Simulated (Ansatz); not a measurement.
Electronic density of states of amorphous silicon oxynitride (Si₂₄O₃₆N₈), density 2.30 g/cm³, on a 2×2×2 Γ-centred mesh with a Gaussian width of 0.1 eV; energies count from the Fermi level, whose place inside the gap is arbitrary. Cell and mesh are small, so fine structure isn't converged. Calculation: PBE, scalar-relativistic without spin-orbit coupling (plane waves to 420 eV, PAW; Ansatz, a first-principles code). Sampling: a 2×2×2 Γ-centred mesh; Fermi-Dirac width 0.02 eV; no spin polarisation. At PBE the levels at the filled edge of the gap are localised (band-tail or defect states), and the nearest spread-out levels lie 4.2 eV apart at the zone centre.

Preparation: random packing, a CHGNet melt and quench, and a DFT relaxation. O and N atoms were pushed apart under 1.9 Å during the dynamics, to hinder bonds among them. The hot cell started wider than the set density and was brought back towards it in steps. It is the lowest in DFT energy of 2 quenches. It is a model cell: composition and starting density were chosen by hand, and all elements were melted together. No dispersion term was used. A short ab initio anneal came between quench and relaxation. Its density started from a set value of 2.36 and ended at 2.30 g/cm³. The quench (nominally 600 K/ps over its main leg) was far faster than any real one, so the model tends to hold more defects than a real film. One small periodic cell is one sample of the glass; other quenches scatter about these values. Volume and shape were free in the relaxation.

(E - EF (eV), states/(eV atom)): (-12.00, 0.14); (-11.90, 0.12); (-11.80, 0.17); (-11.70, 0.23); (-11.60, 0.21); (-11.50, 0.23); (-11.40, 0.23); (-11.30, 0.18); (-11.20, 0.15); (-11.10, 0.18); (-11.00, 0.16); (-10.90, 0.11); (-10.80, 0.12); (-10.70, 0.15); (-10.60, 0.19); (-10.50, 0.22); (-10.40, 0.19); (-10.30, 0.17); (-10.20, 0.22); (-10.10, 0.26); (-10.00, 0.26); (-9.90, 0.21); (-9.80, 0.21); (-9.70, 0.26); (-9.60, 0.26); (-9.50, 0.21); (-9.40, 0.20); (-9.30, 0.23); (-9.20, 0.29); (-9.10, 0.34); (-9.00, 0.33); (-8.90, 0.30); (-8.80, 0.33); (-8.70, 0.37); (-8.60, 0.43); (-8.50, 0.52); (-8.40, 0.56); (-8.30, 0.63); (-8.20, 0.57); (-8.10, 0.45); (-8.00, 0.38); (-7.90, 0.33); (-7.80, 0.26); (-7.70, 0.30); (-7.60, 0.31); (-7.50, 0.18); (-7.40, 0.23); (-7.30, 0.27); (-7.20, 0.34); (-7.10, 0.41); (-7.00, 0.43); (-6.90, 0.40); (-6.80, 0.39); (-6.70, 0.40); (-6.60, 0.45); (-6.50, 0.41); (-6.40, 0.40); (-6.30, 0.49); (-6.20, 0.51); (-6.10, 0.50); (-6.00, 0.53); (-5.90, 0.62); (-5.80, 0.63); (-5.70, 0.67); (-5.60, 0.73); (-5.50, 0.75); (-5.40, 0.74); (-5.30, 0.72); (-5.20, 0.76); (-5.10, 0.74); (-5.00, 0.68); (-4.90, 0.73); (-4.80, 0.79); (-4.70, 0.83); (-4.60, 0.85); (-4.50, 0.80); (-4.40, 0.78); (-4.30, 0.69); (-4.20, 0.69); (-4.10, 0.72); (-4.00, 0.74); (-3.90, 0.67); (-3.80, 0.54); (-3.70, 0.46); (-3.60, 0.41); (-3.50, 0.25); (-3.40, 0.23); (-3.30, 0.31); (-3.20, 0.24); (-3.10, 0.19); (-3.00, 0.15); (-2.90, 0.10); (-2.80, 0.15); (-2.70, 0.12); (-2.60, 0.15); (-2.50, 0.11); (-2.40, 0.07); (-2.30, 0.21); (-2.20, 0.23); (-2.10, 0.09); (-2.00, 0.10); (-1.90, 0.15); (-1.80, 0.08); (-1.70, 0.14); (-1.60, 0.10); (-1.50, 0.01); (-1.40, 0.00); (-1.30, 0.00); (-1.20, 0.00); (-1.10, 0.00); (-1.00, 0.00); (-0.90, 0.00); (-0.80, 0.00); (-0.70, 0.00); (-0.60, 0.00); (-0.50, 0.00); (-0.40, 0.00); (-0.30, 0.00); (-0.20, 0.00); (-0.10, 0.00); (0.00, 0.00); (0.10, 0.00); (0.20, 0.00); (0.30, 0.00); (0.40, 0.00); (0.50, 0.00); (0.60, 0.00); (0.70, 0.00); (0.80, 0.00); (0.90, 0.00); (1.00, 0.00); (1.10, 0.00); (1.20, 0.00); (1.30, 0.00); (1.40, 0.00); (1.50, 0.00); (1.60, 0.02); (1.70, 0.01); (1.80, 0.00); (1.90, 0.01); (2.00, 0.04); (2.10, 0.05); (2.20, 0.04); (2.30, 0.14); (2.40, 0.20); (2.50, 0.14); (2.60, 0.09); (2.70, 0.05); (2.80, 0.05); (2.90, 0.07); (3.00, 0.08); (3.10, 0.13); (3.20, 0.14); (3.30, 0.11); (3.40, 0.18); (3.50, 0.25); (3.60, 0.21); (3.70, 0.19); (3.80, 0.19); (3.90, 0.21); (4.00, 0.26); (4.10, 0.27); (4.20, 0.24); (4.30, 0.28); (4.40, 0.29); (4.50, 0.32); (4.60, 0.42); (4.70, 0.44); (4.80, 0.36); (4.90, 0.40); (5.00, 0.45); (5.10, 0.42); (5.20, 0.43); (5.30, 0.49)

The level gap on this mesh is 3.29 eV; the broadening fills part of it in the curve.
